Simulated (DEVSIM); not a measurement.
Structure: Au/SiO2/p-GaAs capacitor, at 300 K.

```tsv
layer (left to right)	material	thickness (nm)	Na (cm⁻³)
1	SiO2	12.0	-
2	GaAs	12000	3e15
```

Metal gate on the left, work function 5.1 eV. Fixed charge at the semiconductor interface -2.4e10 cm⁻² (in units of +e); interface traps 1e11 cm⁻² eV⁻¹, uniform in energy, neutral level at 0.3 of the gap above the valence band.

This is a model device: material constants are rounded textbook-type values typed into the input, and sizes, dopings and lifetimes were drawn at random. Values at 300 K.

```
parameter      SiO2    GaAs
-------------  ----  ------
gap (eV)          9   1.424
affinity (eV)   0.9    4.07
permittivity    3.9    12.9
Nc (cm⁻³)         -  4.7e17
Nv (cm⁻³)         -    9e18
```

Model (solved in DEVSIM): 1D Poisson equation in equilibrium, Boltzmann statistics, complete ionisation; no quantum confinement or tunnelling. Metal contacts follow the ideal Schottky-Mott rule: no Fermi-level pinning, no interface dipoles.

Tabulate band edges, carrier densities and field at 0.5 V on the gate.

Energies count from the Fermi level of the right contact; mesh points crowd at the junctions.

```tsv
x (μm)	Ec (eV)	Ev (eV)	n (cm⁻³)	p (cm⁻³)	field (V/cm)
0.000	3.700	-5.300	< 1e2	< 1e2	98000
0.001573	3.715	-5.285	< 1e2	< 1e2	98000
0.005027	3.749	-5.251	< 1e2	< 1e2	98000
0.009243	3.791	-5.209	< 1e2	< 1e2	98000
0.01187	3.816	-5.184	< 1e2	< 1e2	98000
0.01346	0.651	-0.773	5500000	920000	21000
0.01738	0.659	-0.765	4000000	1300000	21000
0.03298	0.692	-0.732	1100000	4500000	21000
0.06804	0.761	-0.663	77000	6.5e7	19000
0.1537	0.908	-0.516	260	2.0e10	15000
0.3675	1.142	-0.282	< 1e2	1.7e14	6500
1.261	1.217	-0.207	< 1e2	3.0e15	≈ 0
3.132	1.217	-0.207	< 1e2	3.0e15	≈ 0
7.279	1.217	-0.207	< 1e2	3.0e15	≈ 0
10.66	1.217	-0.207	< 1e2	3.0e15	≈ 0
11.47	1.217	-0.207	< 1e2	3.0e15	≈ 0
11.80	1.217	-0.207	< 1e2	3.0e15	≈ 0
11.93	1.217	-0.207	< 1e2	3.0e15	≈ 0
11.99	1.217	-0.207	< 1e2	3.0e15	≈ 0
12.00	1.217	-0.207	< 1e2	3.0e15	≈ 0
12.01	1.217	-0.207	< 1e2	3.0e15	≈ 0
12.01	1.217	-0.207	< 1e2	3.0e15	≈ 0
```
